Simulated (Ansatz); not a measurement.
Results of r²SCAN (plane waves, PAW; Ansatz, a first-principles code) for Re (model structure, started from the diamond type, Fd-3m, No. 227, 2 atoms in the cell).

Run with plane-wave cutoff 560 eV, 18×18×18 k mesh, Fermi–Dirac smearing 0.05 eV, no spin polarisation, scalar-relativistic PAW data made under PBE.

Cell (relaxed at this level):

```xyz
2
Lattice="0.0000 2.8077 2.8077 2.8077 0.0000 2.8077 2.8077 2.8077 0.0000" Properties=species:S:1:pos:R:3 pbc="T T T"
Re     1.4039     1.4039     1.4039
Re     0.0000     0.0000     0.0000
```

Task: Give the computed bulk modulus B0.

Result: 
* **bulk modulus B0**: 190 GPa

Note: the run has no spin polarisation, so it can have missed a magnetic state; the bulk modulus is −V dP/dV from two relaxed cells at ±2 % in volume; the relaxation could raise the start's symmetry but not lower it, so the cell can be a saddle point.

Spin–orbit coupling is not included.

The computed numbers hold no vibrational or temperature effects.

A model structure was made by putting elements into a prototype or built by hand; it is no filed structure, need not be a known phase, and can be a saddle point held by its symmetry.
